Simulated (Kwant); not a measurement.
System: Ge/Si0.2Ge0.8 stack with 1 barrier. One parabolic valley. Leads of mass 0.12 mₑ with the band edge at 0; grid 0.1 nm; bias 0 V, dropping linearly over the stack.

| layer | thickness (nm) | band offset (eV) | mass (mₑ) |
|---|---|---|---|
| 1 | 7.2 | 0.12 | 0.14 |

Constants are typed, rounded textbook-type inputs, not results; the design itself was drawn at random and stands for no fabricated device.

Kwant, one-band effective-mass tight-binding model in one dimension, coherent, no space charge.

**Question.** Work out the transmission below the barrier top from T = 1/(1 + ((ζ + 1/ζ)/2)² sinh²(κa)), ζ = (k/m_lead)/(κ/m_barrier).

**Answer.** E = 0.02331 eV: k = 0.2710 nm⁻¹, κ = 0.5961 nm⁻¹, ζ = 0.5303, T = 0.000513. The simulation gives 0.000514, the same within the digits that matter. E = 0.05964 eV: k = 0.4334 nm⁻¹, κ = 0.4709 nm⁻¹, ζ = 1.074, T = 0.00451. The simulation gives 0.00451, the same within the digits that matter. E = 0.09144 eV: k = 0.5366 nm⁻¹, κ = 0.3240 nm⁻¹, ζ = 1.932, T = 0.0249. The simulation gives 0.0249, the same within the digits that matter. What differs comes from the grid.
